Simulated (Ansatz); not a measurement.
# MoSi2: response to strain

The parent structure is MoSi2 (space group I4/mmm, No. 139; a = 3.190 Å, c = 7.822 Å; relaxed with 0.1 eV smearing).

Strains are applied to the cell and any free atomic positions relax.

Method: plane-wave PAW DFT at the PBEsol level (Ansatz, a first-principles code, 420 eV), no spin-orbit coupling.

Candidates:
(a) isotropic strain +2.50 %
(b) isotropic strain −3.00 %
(c) isotropic strain +0.50 %

Notes on the quantities. energy relative to the base: free energy F.

Task: Order them by energy relative to the base, lowest first.

Result: (c) isotropic strain +0.50 % (+2.0 meV/atom), (a) isotropic strain +2.50 % (+47 meV/atom), (b) isotropic strain −3.00 % (+82 meV/atom)

Stability against distortions was not tested. The final runs are not spin-polarised.
